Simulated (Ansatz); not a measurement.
AlB2-type ZrB2

These are r²SCAN+rVV10 (PAW; Ansatz, an electronic-structure program) values and carry that method's errors.

Numerical settings: plane-wave cutoff 560 eV, 24×24×16 k mesh (along the axes of the cell as run), Fermi–Dirac smearing 0.05 eV, scalar-relativistic PAW data made under PBE.

Cell: relaxed at this level.

```
Property                                            Value
------------------------------------------  -------------
volume per atom                             10.24 Å³/atom
bulk modulus                                      245 GPa
lattice constant a                                3.164 Å
c axis length                                     3.544 Å
band gap                                             none
pressure derivative B′ of the bulk modulus            3.9
```

Measured, for comparison: lattice constant a 3.17 Å, lattice parameter c 3.532 Å (room temperature, no zero-point or thermal correction; as tabulated in Zhang et al. (2020), arXiv:1911.03307). Computed (rounded) less measured: lattice constant a -0.2 %, lattice parameter c +0.3 %.

Note: the bulk modulus comes from volumes at which shape and atoms were relaxed.

Spin–orbit coupling is not included.

Cost on a shared machine: roughly 8 core-minutes.
